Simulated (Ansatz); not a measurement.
Ansatz (a first-principles code) run on SnSeS (P3m1, 3 atoms in the cell): self-consistent single point.

Method of the run: LDA (PW92), default PAW files made with PBE (plane waves; Ansatz).

The change in words: lattice scaled by 0.98; basis.ecutwfc: 30.9 Ry → 37.1 Ry. Reference geometry:
```xyz
3
Lattice="3.7790 0.0000 0.0000 -1.8895 3.2727 0.0000 0.0000 0.0000 6.3959" Properties=species:S:1:pos:R:3 pbc="T T T"
Sn     0.0000     2.1818     0.0989
Se     0.0000     0.0000     4.8462
S      1.8895     1.0909     1.5007
```

Reference input (self-consistent single point, DFT, LDA (PW92), plane waves, default PAW files made with PBE): basis.ecutwfc = 30.9 Ry; kpoints.mp_grid.grid = 8 8 4; hamiltonian.xc = lda; hamiltonian.pseudopotentials = {kind: paw} (the program's default PAW files); scf.occupations.method = fixed. This run's input differs from it in these lines:

Ansatz 0.2 input:
```diff
@@ -2,5 +2,5 @@
   lattice:
-    - [3.779001, 0.000000, 0.000000]
-    - [-1.889500, 3.272711, 0.000000]
-    - [0.000000, 0.000000, 6.395850]
+    - [3.703421, 0.000000, 0.000000]
+    - [-1.851710, 3.207257, 0.000000]
+    - [0.000000, 0.000000, 6.267933]
   atoms:
@@ -10,3 +10,3 @@
 basis:
-  ecutwfc: 30.9 Ry
+  ecutwfc: 37.1 Ry
 kpoints:
```

Output, abridged:

```
SCF iter   1: F=—  HF=-12133.330544 eV  |F-HF|=—  |Δ(HF+E_count)|=         —  Δρ=6.68e-3  dr2=3.34e-2  ethr=1.77e-3  ⟨swp⟩=5.0  Hψ=3218  notcnv=0  defer=67
all-band conjugate gradients solve this SCF's bands
preconditioner: auto → Resta (q_TF=auto, 2.417 Å⁻¹)
SCF iter   2: F=—  HF=-12133.319989 eV  |F-HF|=—  |Δ(HF+E_count)|=   1.06e-2  Δρ=2.87e-3  dr2=3.48e-3  ethr=9.28e-5  ⟨swp⟩=2.3  Hψ=1221  notcnv=0  defer=70
   [... lines left out ...]
SCF iter   4: F=—  HF=-12133.318879 eV  |F-HF|=—  |Δ(HF+E_count)|=   9.61e-5  Δρ=2.71e-4  dr2=5.20e-5  ethr=1.42e-6  ⟨swp⟩=2.5  Hψ=1395  notcnv=0  defer=70
SCF iter   5: F=—  HF=-12133.318876 eV  |F-HF|=—  |Δ(HF+E_count)|=   3.14e-6  Δρ=5.34e-5  dr2=3.40e-6  ethr=1.44e-7  ⟨swp⟩=2.0  Hψ=1400  notcnv=0
SCF iter   6: F=—  HF=-12133.318876 eV  |F-HF|=—  |Δ(HF+E_count)|=   1.28e-7  Δρ=2.41e-5  dr2=5.98e-7  ethr=9.43e-9  ⟨swp⟩=2.0  Hψ=1400  notcnv=0  defer=2
SCF iter   7: F=-12133.318876 eV  HF=-12133.318876 eV  |F-HF|=8.36e-9  |Δ(HF+E_count)|=   2.42e-7  Δρ=5.84e-6  dr2=5.26e-8  ethr=2.78e-10  ⟨swp⟩=6.1  Hψ=4049  notcnv=0
SCF 1 converged in 7 iterations: F = -12133.318876 eV  dr2 = 5.26e-8
Free energy (F): -12133.318876 eV
Internal energy: -12133.318876 eV  (E = F + TS)
E sigma→0 (E₀):  -12133.318876 eV
Fermi energy:    6.965332 eV
--- Forces (eV/Å), atoms counted from 1 ---
  atom   1  Sn     0.00000000     0.00000000    -0.82746810
  atom   2  Se     0.00000000     0.00000000     0.05000365
  atom   3  S     -0.00000000    -0.00000000     0.77749189
--- Stress (GPa, compression-positive) ---
        0.758016      -0.000000      -0.000000
        0.000000       0.758016      -0.000000
       -0.000000      -0.000000       0.882563
  P = ⅓ Tr σ = 0.7995 GPa (7.995 kbar)
  The stress holds the Pulay correction. Without it, at fixed plane waves, as pw.x and ABINIT print it: P = 0.7890 GPa
```

The run converged in 7 iterations. Against the reference run the free energy drops by 13.9 meV/atom, the pressure goes from -3.21 to 0.80 GPa, the largest force goes from 0.789 to 0.827 eV/Å and the gap on the mesh goes from 0.632 to 0.731 eV.

The starting cell comes from a database of computed structures (which also holds hypothetical and non-ambient phases and stackings), without a prior relaxation at this level. Its lattice was rescaled by up to half a per cent. One atom was moved a little off its site on purpose. For this run, on top of that: lattice scaled by 0.98. Ansatz's pressure includes its estimate of the finite-basis (Pulay) stress.
